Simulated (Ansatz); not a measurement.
Base system: Hf in the hcp (Mg type) structure (space group P6_3/mmc, No. 194; relaxed with 0.1 eV smearing).

```
CELL_PARAMETERS angstrom
      3.15810     0.00000     0.00000
     -1.57905     2.73500     0.00000
      0.00000     0.00000     5.00450
ATOMIC_POSITIONS crystal
  Hf 0.66667 0.33333 0.75000
  Hf 0.33333 0.66667 0.25000
```

Computed with PBEsol in Ansatz (plane waves to 420 eV, PAW, no spin-orbit coupling).

Strains are applied to the cell and any free atomic positions relax.

One change was made to it. Results:

```csv
quantity,base,after
"pressure (mean of the normal stresses, compression positive)",0.0 GPa,12.1 GPa
energy relative to the base (free energy F),0 meV/atom,+67 meV/atom
```

Problem. Which of these changes matches the shifts?
(A) isotropic strain −0.50 %
(B) isotropic strain +0.50 %
(C) isotropic strain +2.50 %
(D) isotropic strain −3.00 %
(E) isotropic strain −1.50 %

Solution. D, isotropic strain −3.00 %. For comparison, the energy relative to the base in the other runs: isotropic strain −0.50 % gives +1.7 meV/atom; isotropic strain +0.50 % gives +1.7 meV/atom; isotropic strain −1.50 % gives +16 meV/atom; isotropic strain +2.50 % gives +40 meV/atom.

No phonon test of stability was made. The final runs are not spin-polarised.

Ansatz is an electronic-structure program.
